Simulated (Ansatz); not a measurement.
Base system: SnS in the GeS type structure (space group Pnma, No. 62; a = 11.155 Å, b = 4.000 Å, c = 4.261 Å). Axes: x, y, z lie along a, b, c of the conventional cell.

The values are results of PBE-D3(BJ), PAW, 420 eV (Ansatz, an electronic-structure program; without spin-orbit coupling), earlier PAW set, not measurements.

It is then changed as follows: uniaxial strain ε_zz = +1.63 %, all other strain components held at zero; the atoms relax in the strained cell.

Q: Predict the stress tensor and what it implies for the stiffness.

A: Stress of the strained cell less that of the base (GPa, compression positive):
```
  -0.34    0.00    0.00
   0.00   -0.56    0.00
   0.00    0.00   -0.65
```

Then −Δσ_ii/ε with ε = 0.0163 gives secant stiffness values (nonlinear terms included at this strain): C33 ≈ 40 GPa, C13 ≈ 21 GPa and C23 ≈ 34 GPa.

Stability against distortions was not tested.
